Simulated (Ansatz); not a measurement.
## bcc V (1 1 1) on zinc-blende GaAs (1 1 1) (film strained to the substrate, started from cuts of the bulks and a machine-learned relaxation; slabs As4Ga4 and V12, which can lie off the formulas)

A periodic stack without vacuum, bcc V (1 1 1) on zinc-blende GaAs (1 1 1) (film strained to the substrate, started from cuts of the bulks and a machine-learned relaxation; slabs As4Ga4 and V12, which can lie off the formulas): substrate slab As4Ga4, film V12, surface cells [[-1, 1], [-1, 0]] and [[1, -1], [1, 0]], film strained by -4.1 and -4.1 %, outermost planes Ga/As and V/V as cut, which need not be the usual terminations and can put a slab off its formula.

The start was prepared with a machine-learned potential, and the result is one local minimum, with the in-plane cell held and forces under 0.04 eV/Å; the film can end far from its bulk form.

Level of theory: PBE (plane waves to 420 eV, PAW; Ansatz, a first-principles code). Spin–orbit coupling is left out; the runs are not spin-polarised; PBE gaps are too small against experiment. Its k-point mesh 9×9×1, Fermi–Dirac width 0.05 eV.

- interface area = 14.3 Å²
- period = 23.80 Å
- heights between the nearest atoms of the two slabs at the two interfaces = 0.87 and 1.21 Å
- As–V contacts across the interfaces within 1.22 times the sum of covalent radii = 8, mean 2.63 Å
- Ga–V contacts across the interfaces within 1.22 times the sum of covalent radii = 8, mean 2.79 Å

```
CELL_PARAMETERS angstrom
      4.06292    -0.00019     0.04471
      2.03151     3.51832    -0.04235
     -0.21869     0.39059    23.79978
ATOMIC_POSITIONS crystal
  As 0.65395 0.97725 0.06720
  As 0.98066 0.31537 0.20492
  As 0.31221 0.65008 0.34534
  As 0.66630 0.96799 0.51735
  Ga 0.32175 0.64314 0.01563
  Ga 0.64783 0.98159 0.17065
  Ga 0.97895 0.31663 0.30952
  Ga 0.32751 0.63868 0.44921
  V  0.99885 0.30193 0.58506
  V  0.33264 0.63484 0.55391
  V  0.33094 0.63622 0.66552
  V  0.66503 0.96895 0.62584
  V  0.66237 0.97091 0.74065
  V  0.99677 0.30347 0.70211
  V  0.99313 0.30599 0.81935
  V  0.32776 0.63850 0.78123
  V  0.32418 0.64109 0.89919
  V  0.65874 0.97344 0.85567
  V  0.65596 0.97583 0.96464
  V  0.99011 0.30854 0.93364
```
